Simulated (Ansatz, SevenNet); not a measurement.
For ZnSnN2 (model structure, started from the alpha NaFeO2 type, R-3m, No. 166, 4 atoms in the cell), the machine-learned potential SevenNet-l3i5 (trained on PBE and PBE+U data) gives:

- equilibrium lattice constant a = 3.230 Å
- c axis length = 15.760 Å

**Question.** What does r²SCAN in Ansatz (PAW) give for the same quantities?

**Answer.** 
- lattice constant a: 3.167 Å (drops by 2.0 %)
- lattice parameter c: 15.451 Å (decreases by 2.0 %)

Changes are worked out from the printed values.

Unless a cell is named, each level is at its own relaxed cell (SevenNet-l3i5 11.87, r²SCAN 11.19 Å³/atom).

Ansatz's density-functional and Hartree–Fock values are scalar-relativistic unless marked +SOC, with PAW data made under PBE.

A model structure was made by putting elements into a prototype or built by hand; it is no filed structure, need not be a known phase, and can be a saddle point held by its symmetry.

Ansatz is a program for electronic structure.
